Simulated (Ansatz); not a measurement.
# Several settings converged on Ta3W (Fm-3m, 4 atoms in the cell)

```
CELL_PARAMETERS angstrom
      0.00000     3.25084     3.25084
      3.25084     0.00000     3.25084
      3.25084     3.25084     0.00000
ATOMIC_POSITIONS crystal
  Ta 0.25000 0.25000 0.25000
  Ta 0.75000 0.75000 0.75000
  Ta 0.50000 0.50000 0.50000
  W  0.00000 0.00000 0.00000
```

Base method: LDA (PW92), default PAW files made with PBE (plane waves; Ansatz, an electronic-structure program).

Base settings: basis.ecutwfc = 30.9 Ry; kpoints.mp_grid.grid = 9 9 9; hamiltonian.xc = lda; hamiltonian.pseudopotentials = {kind: paw} (the program's default PAW files); scf.occupations.method = gaussian; scf.occupations.width = 0.0073 Ry.

Core times come from one kind of shared machine, to one figure; runs under 30 s give none.

**Zone-centre phonons against the cutoff**

In this ladder: phonons.method = dfpt.

The mesh stays at the base's, so the ladder's end is converged at best in this setting alone.

Frequencies are those of the unrelaxed cell, without the LO-TO term of polar crystals.

Only quantities that move along the ladder and can be compared are tabulated.

```csv
basis.ecutwfc,highest zone-centre frequency (cm⁻¹),lowest optical frequency (cm⁻¹),core time / last (rough)
15.4 Ry,167.4,144.6,–
18.4 Ry,178.7,140.4,–
21.7 Ry,176.5,140.5,0.4
26.1 Ry,175.9,140.4,0.4
30.9 Ry,175.8,140.3,0.6
37.1 Ry,175.8,140.3,0.7
46.3 Ry,175.8,140.3,1
```

Coarsest basis.ecutwfc that holds the lowest optical frequency within 1 cm⁻¹ of the last step, with all finer ones: 18.4 Ry; the step before is off by 4.3 cm⁻¹.

Coarsest basis.ecutwfc that holds the highest zone-centre frequency within 5 cm⁻¹ of the last step, with all finer ones: 18.4 Ry; the step before is off by 8.4 cm⁻¹.

**The force threshold of a relaxation**

On Ta3W (I4mm, 4 atoms in the cell): one atom moved by 0.15 angstrom.

In this ladder: relax = atoms.

The mesh stays at the base's, so the ladder's end is converged at best in this setting alone.

Only quantities that move along the ladder and can be compared are tabulated.

| relax.f_tol | largest force left (eV/Å) | relaxation steps | core time / last (rough) |
|---|---|---|---|
| 0.2 eV/Å | 0.0147 | 4 | 0.7 |
| 0.1 eV/Å | 0.0141 | 4 | 0.6 |
| 0.05 eV/Å | 0.0139 | 4 | 0.6 |
| 0.03 eV/Å | 0.0138 | 4 | 0.6 |
| 0.02 eV/Å | 0.0137 | 4 | 0.6 |
| 0.01 eV/Å | 0.0001 | 5 | 0.8 |
| 0.005 eV/Å | 0.0001 | 5 | 0.8 |
| 0.002 eV/Å | 0.0001 | 5 | 0.8 |
| 0.001 eV/Å | 0.0001 | 6 | 1 |

Coarsest relax.f_tol that holds the largest force left within 0.01 eV/Å of the last step, with all finer ones: 0.01 eV/Å; the step before is off by 0.014 eV/Å.

On the base run: the starting cell comes from a database of computed structures (which also holds hypothetical and non-ambient phases and stackings), without a prior relaxation at this level. Its lattice was rescaled by up to half a per cent. Spin polarisation is off. In the base run, with a pressure of about -7 GPa the cell is away from its equilibrium volume at this level.

Keys are those of Ansatz 0.2.
